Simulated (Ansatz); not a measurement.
**FeNi3: pressure series**

Base system: FeNi$_{3}$ in the Cu3Au type structure (space group Pm-3m, No. 221; a = 3.514 Å; ferromagnetic).

Cell and atoms are relaxed at each pressure.

All numbers come from r2SCAN in Ansatz (plane waves to 500 eV, PAW, scalar-relativistic without spin-orbit coupling).

```csv
P (GPa),V (Å³/atom)
-1.98,10.955
-0.98,10.901
0.30,10.835
0.70,10.815
1.49,10.775
3.00,10.703
5.00,10.610
7.51,10.500
10.00,10.396
```

Q: Fit a third-order Birch–Murnaghan equation of state.

A: Least squares on P(V) = (3B₀/2)[(V₀/V)^(7/3) − (V₀/V)^(5/3)]·[1 + (3/4)(B₀′ − 4)((V₀/V)^(2/3) − 1)] gives V₀ = 10.85 Å³/atom, B₀ = 212 GPa and B₀′ = 4.6.

The magnetic state is the one reached from the starting moments; the real material's order can differ, and small cells can't hold many antiferromagnetic ones. Load acts through the strain it causes; cell and atoms are relaxed under it. Whether these cells are dynamically stable was not tested. Competing high-pressure phases were not computed.

Ansatz is a program for electronic structure.
